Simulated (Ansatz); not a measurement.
rock-salt TiN (0 0 1) on zinc-blende GaSb (0 0 1) (film strained to the substrate, started from cuts of the bulks and a machine-learned relaxation; slabs Ga6Sb5 and N12Ti12, which can lie off the formulas)

A periodic stack without vacuum, rock-salt TiN (0 0 1) on zinc-blende GaSb (0 0 1) (film strained to the substrate, started from cuts of the bulks and a machine-learned relaxation; slabs Ga6Sb5 and N12Ti12, which can lie off the formulas): substrate slab Ga6Sb5, film N12Ti12, surface cells [[1, 0], [1, 1]] and [[0, -1], [2, 1]], film strained by +3.4 and +3.4 %, outermost planes Ga/Ga and NTi/NTi as cut, which need not be the usual terminations and can put a slab off its formula.

The start was prepared with a machine-learned potential, and the result is one local minimum, with the in-plane cell held and forces under 0.04 eV/Å; the film can end far from its bulk form.

Level of theory: PBE (plane waves to 420 eV, PAW; Ansatz, an electronic-structure program). Scalar-relativistic, without spin–orbit coupling; the runs are not spin-polarised. Its k-point mesh 7×7×1, Fermi–Dirac width 0.05 eV.

| Property | Value |
|---|---|
| interface area | 19.3 Å² |
| period | 29.44 Å |
| heights between the nearest atoms of the two slabs at the two interfaces | 2.20 and 2.21 Å |
| Ga–Ti contacts across the interfaces within 1.22 times the sum of covalent radii | 6, mean 3.09 Å |
| Sb–Ti contacts across the interfaces within 1.22 times the sum of covalent radii | 2, mean 3.31 Å |

```xyz
35
Lattice="4.3923 0.0002 -0.1089 0.0001 4.3930 0.0285 1.0617 1.6691 29.4357" Properties=species:S:1:pos:R:3 pbc="T T T"
Ga     3.5334     4.2212     3.8488
Ga     1.2696     3.3534     1.2990
Ga     3.7141     4.2998    10.0610
Ga     1.4137     2.1488     6.9945
Ga     5.0060     4.2644    15.7492
Ga     1.4455     2.0851    13.2103
Sb     3.4905     2.0511     2.2237
Sb     3.6489     2.1135     8.4937
Sb     1.3758     4.3521     5.4541
Sb     3.6988     2.0747    14.7680
Sb     1.5528     4.2917    11.6713
N      4.2738     2.0342    20.0408
N      2.0756     4.2303    20.1219
N      2.0434     2.0479    18.0389
N      4.1813     4.2421    17.9724
N      4.3714     2.0072    24.2341
N      2.1750     4.2038    24.3135
N      2.1244     2.0196    22.2271
N      4.3204     4.2170    22.1841
N      4.4727     2.0050    28.4292
N      2.2804     4.1437    28.5185
N      2.2277     1.9980    26.4111
N      4.4245     4.1964    26.3851
Ti     2.0751     2.0341    20.1279
Ti     4.2812     4.2306    20.0806
Ti     4.1841     2.0479    18.0427
Ti     2.0765     4.2422    18.1058
Ti     2.1768     2.0010    24.3068
Ti     4.3714     4.2043    24.2802
Ti     4.3204     2.0216    22.1411
Ti     2.1184     4.2161    22.2315
Ti     2.2807     2.0373    28.4248
Ti     4.4742     4.1434    28.3868
Ti     4.4246     1.9968    26.3440
Ti     2.2281     4.2030    26.4063
```
